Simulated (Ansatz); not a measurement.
Results of PBE in Ansatz (PAW) for Ca₃P₂ (model structure, started from the A-La2O3 type, P-3m1, No. 164, 5 atoms in the cell).

Numerical settings: plane-wave cutoff 520 eV, 12×12×6 k mesh (along the axes of the cell as run), Fermi–Dirac smearing 0.01 eV, scalar-relativistic PAW data made under PBE.

The cell is the one relaxed with PBEsol. Conventional cell: a = 4.7037 Å, b = 4.7037 Å, c = 6.5802 Å, α = 90.00°, β = 90.00°, γ = 120.00°.

```xyz
5
Lattice="4.7037 0.0000 0.0000 -2.3518 4.0735 0.0000 0.0000 0.0000 6.5802" Properties=species:S:1:pos:R:3 pbc="T T T"
P      0.0000     2.7157     1.4640
P      2.3518     1.3578     5.1161
Ca     0.0000     0.0000     0.0000
Ca     0.0000     2.7157     4.4168
Ca     2.3518     1.3578     2.1633
```

### Question
List the 20 lowest band energies at Γ above −25 eV (eV, relative to the valence band maximum), grouping those that round alike.

### Answer
At Γ: -21.83, -21.74 (×2), -21.47, -21.43 (×2), -21.35 (×3), -9.44, -8.51, -2.74, -1.68 (×2), -1.07 (×2), 0.00, 1.71 (×2), 1.82.

Note: the relaxation could raise the start's symmetry but not lower it, so the cell can be a saddle point; cell and atoms aren't relaxed at this level (pressure 1.8 GPa).

A model structure was made by putting elements into a prototype or built by hand; it is no filed structure, need not be a known phase, and can be a saddle point held by its symmetry.

Ansatz is a program for electronic structure.
